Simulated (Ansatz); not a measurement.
The parent structure is TlBr in the CsCl type structure (space group Pm-3m, No. 221; a = 3.9145 Å). Axes: x, y, z lie along the cube axes.

The values are results of DFT with PBEsol, PAW potentials and a 420 eV plane-wave cutoff in Ansatz (a first-principles code), no SOC, not measurements.

Base values:

- Valley order: X along ⟨100⟩ 1.59 eV; R along ⟨111⟩ 1.81 eV

One thing is altered: the cell is stretched by 3.00 % along z with no lateral relaxation, atoms relaxed at fixed cell.

Task: How does this affect the stress?

Result: The stress (xx, yy, zz, yz, xz, xy; compression positive) is (-0.51, -0.51, -1.22, 0.00, 0.00, 0.00) GPa.

Task: What happens to the valley order?

Result: The valley order (the lowest conduction-band minima on the path, energy above the VBM, named in the base's zone) becomes X along [010] 1.55 eV; X along [001] 1.73 eV; R along [111] 1.83 eV (base: X along ⟨100⟩ 1.59 eV; R along ⟨111⟩ 1.81 eV).

Task: What happens to the energy relative to the base?

Result: The energy goes up by 3.5 meV/atom.

Spin-orbit coupling, missing from the scalar runs, can matter with Tl. The levels and masses belong to the bands next to the band gap. The cells carry an imposed strain or load. Whether these cells are dynamically stable was not tested.
